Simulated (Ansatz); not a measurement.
The starting structures come from a database of crystals and need not be the phases stable at ambient conditions.

By PBEsol, the system below comes out a metal.

The ballistic (Sharvin) conductance counts the channels at the Fermi level: G/A = (e²/h) × channels of both spins per area.

Given:

```yaml
crystal:
  lattice:
    - [3.23086, 0.00000, 0.00000]
    - [0.00000, 3.23086, 0.00000]
    - [1.61543, -1.61543, 2.28456]
  atoms:
    - { symbol: Nb, position: [0.00000, 0.00000, 0.00000] }
    - { symbol: H, position: [0.75000, 0.75000, 0.50000] }
    - { symbol: H, position: [0.25000, 0.25000, 0.50000] }
```

Space group of this cell: Fm-3m, fluorite. The cell is taken as given; by PBEsol its mean pressure is -6.0 GPa.

The current flows along the normal of the first two printed cell vectors, the (001) plane of the conventional cell. No spin-orbit coupling; the value is a mean over 0.1 eV about the Fermi level.

Problem. Give the ballistic conductance per area that PBEsol (Ansatz, a first-principles code) yields.

Solution. 0.93 × 10¹⁵ S/m² for both spins.
